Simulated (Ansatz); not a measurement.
## TiSi2, response to strain

The reference is TiSi2 (space group Cmcm, No. 63).

```
TiSi2
1.0
    1.77307    -6.78170     0.00000
    1.77307     6.78170     0.00000
    0.00000     0.00000     3.57984
Si Ti
4 2
Direct
  0.94083   0.05917   0.75000
  0.05917   0.94083   0.25000
  0.25028   0.74972   0.75000
  0.74972   0.25028   0.25000
  0.60319   0.39681   0.75000
  0.39681   0.60319   0.25000
```

Cartesian axes are those of the cell as printed.

Strains are applied to the cell and any free atomic positions relax; under biaxial strain the out-of-plane vector relaxes too.

The values are results of PBE (Ansatz, a quantum-chemistry and plane-wave program, PAW, no spin-orbit coupling), not measurements.

Notes on the quantities. pressure: mean of the normal stresses, compression positive.

```csv
case,volume per atom,pressure
base,14.35 Å³,0.0 GPa
"biaxial strain −1.46 %, plane normal [001], relaxed out of plane",14.04 Å³,2.5 GPa
"biaxial strain +4.80 %, plane normal [001], relaxed out of plane",15.38 Å³,-6.5 GPa
uniaxial strain ε_zz = −2.81 %,13.95 Å³,4.7 GPa
```

Without a gap, meshes like the base's 14×14×13 leave anisotropic stresses uncertain by several tenths of a GPa, and small strain energies with them. No phonon test of stability was made. The final runs are not spin-polarised.
